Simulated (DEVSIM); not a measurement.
System: abrupt GaAs p-n junction, at 300 K.

| layer (left to right) | material | thickness (μm) | Nd (cm⁻³) | Na (cm⁻³) | τn (s) | τp (s) |
|---|---|---|---|---|---|---|
| 1 | GaAs | 0.120 | - | 8.5e16 | 1.1e-8 | 1.1e-8 |
| 2 | GaAs | 10.0 | 7.1e16 | - | 1.1e-8 | 1.1e-8 |

Left contact: ohmic. Right contact: ohmic. Voltage is applied to the left contact. Recombination: SRH at mid-gap, radiative. Mobility is μmin + (μ − μmin)/(1 + (N/Nref)^α).

This is a model device: material constants are rounded textbook-type values typed into the input, and sizes, dopings and lifetimes were drawn at random. Values at 300 K.

| parameter | GaAs |
|---|---|
| gap (eV) | 1.424 |
| affinity (eV) | 4.07 |
| permittivity | 12.9 |
| Nc (cm⁻³) | 4.7e17 |
| Nv (cm⁻³) | 9e18 |
| μn (cm²/Vs) | 8500 |
| μp (cm²/Vs) | 400 |
| μn,min | 500 |
| μp,min | 20 |
| Nref,n | 6e16 |
| Nref,p | 1.5e17 |
| αn | 0.39 |
| αp | 0.38 |
| B (cm³/s) | 2e-10 |

Model (solved in DEVSIM): 1D drift-diffusion, Boltzmann statistics, complete ionisation; no tunnelling, impact ionisation, image-force lowering or self-heating.

The thickness of layer 1 was swept, all else fixed.

```
thickness of layer 1 (μm)  dark forward voltage at 1 A/cm² (V)  dark forward voltage at 100 A/cm² (V)  largest field in the device at zero bias (V/cm)
-------------------------  -----------------------------------  -------------------------------------  -----------------------------------------------
0.024                                                    0.876                                  1.005                                           140000
0.042                                                    0.891                                  1.023                                           130000
0.072                                                    0.919                                  1.048                                           120000
0.12                                                     0.944                                  1.070                                           110000
0.2                                                      0.963                                  1.087                                           110000
0.36                                                     0.981                                  1.103                                           110000
0.6                                                      0.995                                  1.118                                           110000
```

From the first row to the last the dark forward voltage at 1 A/cm² goes from 0.876 to 0.995. From the first row to the last the dark forward voltage at 100 A/cm² goes from 1.005 to 1.118.
